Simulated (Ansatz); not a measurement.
# S on the 1x1 (110) surface of rutile TiO2 (cut with top plane O), one in a 1x1 cell, started at the site 'top O'

Host crystal: rutile TiO2, with a band gap (PBE, scalar-relativistic without spin-orbit coupling).

Level of theory: PBE (plane waves to 420 eV, PAW; Ansatz, a quantum-chemistry and plane-wave program).

Model: 25-atom slab, 12.7 Å thick at the start under the adsorbate, 8x3x1 mesh, Fermi-Dirac 0.01 eV, dipole correction, 12 atoms held, the rest relaxed; symmetry of the start imposed; spin-polarised, ending with about 0.4 μB a cell, a value that depends on the mesh; orders that need a larger cell were not tried, no spin-orbit, no U, no dispersion correction. The slab shows no gap over 0.04 eV on its mesh. At the end it is bonded to O. In PBE it is, or lies within 0.03 eV of, the lowest of the starts that converged.

The energy of the end state, in which the adsorbate paired with a surface O atom, against ⅛ S8(g) comes out as 1.77 eV and the work function of the top face is 4.82 eV. The change of the step from the bottom to the top vacuum level, against the clean slab is -0.41 eV, the energy released by relaxation is 0.60 eV and the height of the binding atom over the mean of the host atoms within 0.3 Å of the top one is 3.126 bohr. The largest move of a host atom is 0.22 Å. The caution is the clean host was not checked against rearrangement in a larger or rattled cell and the cost comes out as about 26 core-minutes (a rough figure).

A negative adsorption energy means that the adsorbate is more stable on the surface than in its reference.
